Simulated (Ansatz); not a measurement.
The structure below was relaxed with r2SCAN (Ansatz, a first-principles code), scalar-relativistic without spin-orbit coupling, earlier PAW set, at pressure 1.5 GPa.

Space group Pm-3m (No. 221); a = b = c = 3.8974 Å, α = β = γ = 90.00°

| atom | site | symmetry | x | y | z |
|---|---|---|---|---|---|
| Sr | 1a | m-3m | 0.0000 | 0.0000 | 0.0000 |
| Ti | 1b | m-3m | 0.5000 | 0.5000 | 0.5000 |
| O | 3c | 4/mm.m | 0.0000 | 0.5000 | 0.5000 |

Q: Write out a cell with all atoms.

A: 
```
SrTiO3
1.0
    3.89738     0.00000     0.00000
    0.00000     3.89738     0.00000
    0.00000     0.00000     3.89738
Sr Ti O
1 1 3
Direct
  0.00000   0.00000   0.00000
  0.50000   0.50000   0.50000
  0.00000   0.50000   0.50000
  0.50000   0.50000   0.00000
  0.50000   0.00000   0.50000
```
This is the conventional cell.

Load acts through the strain it causes; cell and atoms are relaxed under it. No phonon test of stability was made. All final runs are without spin polarisation. The cell was made from SrTiO3 in the cubic perovskite structure (space group Pm-3m, No. 221) by this change: pressure 1.5 GPa. Many cubic perovskites are stable only at high temperature; tilts and polar distortions were not tested.
